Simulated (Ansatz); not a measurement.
The starting structures come from a database of crystals and need not be the phases stable at ambient conditions.

 Where the default PAW files enter, the runs use the earlier of Ansatz's two default sets.

Inside the gap of an insulator the Bloch states are evanescent, with a wavenumber k + iκ along the transport direction.

Consider the following.

```
AlAs
1.0
    3.92234     0.00000     0.00000
    0.00000     6.44624     0.00000
    1.96117     0.00000     3.39685
Al As
2 2
Cartesian
  1.96117   6.44186   1.13228
  3.92234   3.21874   2.26457
  1.96117   4.02684   1.13228
  3.92234   0.80372   2.26457
```

Space group of this cell: P6_3mc, wurtzite. The cell is strained (all lengths scaled by 0.98); by PBEsol its mean pressure is 5.1 GPa.

Transport runs along the normal of the first two printed cell vectors, the (100) plane of the conventional cell.

No gap correction and no spin-orbit coupling; mid-gap values are interpolated between computed energies.

Task: Predict the band gap and the smallest decay constant κ at mid-gap from PBEsol (Ansatz, a first-principles code).

Result: Gap 1.62 eV on a 10×6×10 mesh; κ = 0.137 1/Å, at the zone centre.
